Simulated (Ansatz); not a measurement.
# The (211) surface of fcc Ag in its 1x1 cell, outermost plane spacing 0.85 Å in the ideal cut

Level of theory: PBE (plane waves to 420 eV, PAW; Ansatz, a quantum-chemistry and plane-wave program).

Slab: 13 atoms, 10.2 Å thick at the start (thin: gaps and levels are the slab's own); k 13x6x1, smearing 0.1 eV, dipole-corrected; all atoms relaxed; held to the start's symmetry, so lower structures may exist; no spin, no spin-orbit, no U.

| Property | Value |
|---|---|
| surface energy (mean of both faces) | 0.85 J/m² |
| surface energy before relaxation | 0.87 J/m² |
| work function of the top face | 4.23 eV |
| energy released by relaxation | 0.055 eV |
| cost | very roughly 10 core-minutes |
